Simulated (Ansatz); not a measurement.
Base system: Sr in the fcc (Cu type) structure (space group Fm-3m, No. 225; a = 5.923 Å). Axes: x, y, z lie along the cube axes.

Method: plane-wave PAW DFT at the PBEsol level (Ansatz, a program for electronic structure, 420 eV), scalar-relativistic without spin-orbit coupling.

Base values:

| Quantity | Value |
|---|---|
| Pressure | 0.0 GPa |
| Volume per atom | 51.93 Å³ |

The change: biaxial strain −0.83 %, plane normal [111], relaxed out of plane (Cartesian); in-plane vectors clamped, the third vector and the atoms free.

Task: Predict the new energy relative to the base, pressure and volume per atom.

Result: The energy grows by 0.7 meV/atom; the pressure (mean of the normal stresses, compression positive) goes from zero to 0.2 GPa; the volume per atom decreases by 0.736 Å³ to 51.20 Å³.

Whether these cells are dynamically stable was not tested.
